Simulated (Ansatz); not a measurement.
Defect migration in 4H silicon carbide: interstitial Cu, charge state +1. The step: one Cu atom jumps by itself; the atom moves 2.58 Å along (0.00, 0.00, 0.25) of the unit cell; the moving atom starts with neighbours 4 C at 1.97; 3 Si at 2.30, 3 Si at 2.32 Å and ends with 3 C at 1.96; 3 Si at 2.30, 3 Si at 2.31 Å. DFT values are from Ansatz (plane-wave PAW, 420 eV unless said) in a cell of 72 host sites, spin-restricted, static, with no finite-size correction. The charge state is imposed; whether it is stable for some Fermi level was not computed. Sites that were not tried may lie lower. For the PBE band: the saddle point's order was not checked, and it lies on a symmetry element of the cell, where a band can be held.

| Level | Forward barrier (eV) | Cost of the band or of the saddle's single point |
|---|---|---|
| CHGNet universal potential (has no charge state), its own band | 1.27 | - |
| PBE, the Γ point alone, band relaxed | 1.86 | about 5 core-minutes (a rough figure) |
| PBE, a 2×2×2 k-point mesh shifted by half a step along c, same geometries | 1.71 | around 90 core-seconds (rough) |
| r2SCAN at 500 eV, the Γ point alone, same geometries | (withheld) | around 50 core-seconds (rough) |

Task: Some entries are withheld; supply them.

Result: 
- r2SCAN at 500 eV, the Γ point alone, same geometries, Forward barrier (eV): 1.85

Ansatz is a program for electronic structure.
